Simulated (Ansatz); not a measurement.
Base system: SiC (space group P6_3mc, No. 186; a = 3.079 Å, c = 15.107 Å).

All numbers come from PBEsol (Ansatz, a program for electronic structure, PAW, no SOC).

Before the change:

- Pressure = 0.0 kbar

One thing is altered: every lattice vector is shortened by 0.98 %; the atoms relax in the strained cell.

Problem. What does the calculation give for the pressure after the change?

Solution. The pressure (mean of the normal stresses, compression positive) goes from zero to 69.4 kbar.

Problem. How does this affect the energy relative to the base?

Solution. The energy rises by 6.4 meV/atom.

Whether these cells are dynamically stable was not tested.
